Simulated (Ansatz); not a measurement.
System: SiO2 (Pbcn, No. 60; cell taken from a computed entry). Method: r²SCAN (plane waves, PAW; Ansatz, a program for electronic structure).

Numerical settings: plane-wave cutoff 600 eV, 10×8×8 k mesh (along the axes of the cell as run), finite displacements, scalar-relativistic PAW data made under PBE.

Cell (relaxed at this level):

```
CELL_PARAMETERS angstrom
      4.07135     0.00000     0.00000
      0.00000     5.02980     0.00000
      0.00000     0.00000     4.48286
ATOMIC_POSITIONS crystal
  Si 0.50000 0.34813 0.75000
  Si 0.50000 0.65187 0.25000
  Si 0.00000 0.15187 0.25000
  Si 0.00000 0.84813 0.75000
  O  0.26884 0.61794 0.58039
  O  0.73116 0.38206 0.41961
  O  0.23116 0.88206 0.08039
  O  0.76884 0.11794 0.91961
  O  0.76884 0.88206 0.41961
  O  0.23116 0.11794 0.58039
  O  0.73116 0.61794 0.91961
  O  0.26884 0.38206 0.08039
```

Q: Predict the electronic dielectric constant ε∞ (mean over three axes) and dielectric constant ε0 (ions relaxed) (mean over three axes).

A: 
electronic dielectric constant ε∞ (mean over three axes): 3.32
dielectric constant ε0 (ions relaxed) (mean over three axes): 10.7

Note: the relaxation could not lower the start's symmetry, so the cell can be a saddle point above a distorted one.
